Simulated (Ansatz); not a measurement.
Given:

```
CELL_PARAMETERS angstrom
      0.00000     2.78816     2.78816
      2.78816     0.00000     2.78816
      2.78816     2.78816     0.00000
ATOMIC_POSITIONS crystal
  Be 0.00000 0.00000 0.00000
  Te 0.25000 0.25000 0.25000
```

No spin polarisation.

All numbers come from Kohn–Sham DFT with the PBEsol functional, run in Ansatz (a first-principles code) with PAW and 420 eV plane waves, no spin-orbit coupling. k-mesh 10×10×10 (Γ-centred); smearing 0.05 eV (Fermi–Dirac).

Task: Predict the pressure.

Result: 9.4 kbar.

Task: What is the computed smallest direct gap?

Result: 3.60 eV.

Task: Predict the gap character.

Result: Indirect, Γ → X.

With Te present, leaving out spin-orbit coupling can change the band edges. The cells carry an imposed strain or load. Stability against distortions was not tested. The cell was made from BeTe in the zinc blende structure (space group F-43m, No. 216) by this change: isotropic strain −0.50 %.
